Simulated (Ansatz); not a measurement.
Band gap of InSeBr (model structure, started from the BiTeI type, P3m1, No. 156, 3 atoms in the cell) at several levels of theory

No measured value is used here.

```tsv
level (code)	value (eV)
LDA (Ansatz)	1.36
PBE+SOC (Ansatz)	[?]
PBEsol+SOC (Ansatz)	1.36 (indirect)
r²SCAN+SOC (Ansatz)	[?]
HSE06+SOC (Ansatz)	2.28 (indirect)
PBE0 (Ansatz)	3.06
```

### Question
Fill in the missing entries.

### Answer

- PBE+SOC (Ansatz, an electronic-structure program), value (eV): 1.45 (indirect)
- r²SCAN+SOC (Ansatz), value (eV): 1.92 (indirect)

Computed values are for a static lattice. Spin–orbit coupling is included only where a level's name says +SOC; with heavier elements it mostly lowers gaps and can invert bands.  PBE0: the gap is read on the k mesh or supercell of the run alone and can be too large. Values are at the PBE-D3(BJ) cell. Cutoffs and k meshes differ between the levels. Ansatz's density-functional and Hartree–Fock values are scalar-relativistic unless marked +SOC, with PAW data made under PBE.

A model structure was made by putting elements into a prototype or built by hand; it is no filed structure, need not be a known phase, and can be a saddle point held by its symmetry.
